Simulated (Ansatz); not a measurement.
Band structure of MoP (P-6m2, 2 atoms in the cell).

```xyz
2
Lattice="3.2348 0.0000 0.0000 -1.6174 2.8014 0.0000 0.0000 0.0000 3.1823" Properties=species:S:1:pos:R:3 pbc="T T T"
Mo     0.0000     0.0000     0.0000
P      0.0000     1.8676     1.5911
```

Method of the run: PBE (plane waves, PAW; Ansatz, a program for electronic structure).

Settings: kpoints.mp_grid.grid = 8 8 7; hamiltonian.xc = pbe; hamiltonian.pseudopotentials = {kind: paw} (the program's default PAW files); scf.occupations.method = fermi_dirac; scf.occupations.width = 0.0073 Ry; kpoints.band_path.npoints = 8.

The starting cell comes from a database of computed structures (which also holds hypothetical and non-ambient phases and stackings), without a prior relaxation at this level. Spin polarisation is off; with an odd number of electrons in the cell that forces a metal, and a magnetic state may lie lower.

Levels in eV from the Fermi level, bands 7 to 13:
```csv
point,7,8,9,10,11,12,13
Γ,-3.38,-3.38,-0.69,0.23,0.23,4.06,4.06
M,-3.91,-3.76,-1.36,-0.46,1.63,2.25,4.61
K,-5.27,-3.74,-1.52,-0.15,0.57,0.76,6.74
A,-2.80,-2.80,-1.73,-1.73,1.36,2.86,2.86
L,-5.29,-4.49,-1.08,1.34,1.82,3.49,4.98
H,-5.76,-3.26,-1.35,1.50,3.21,4.12,4.23
```

Bands cross the Fermi level along this path, so the cell is metallic at this level.

Keys are those of Ansatz 0.2.
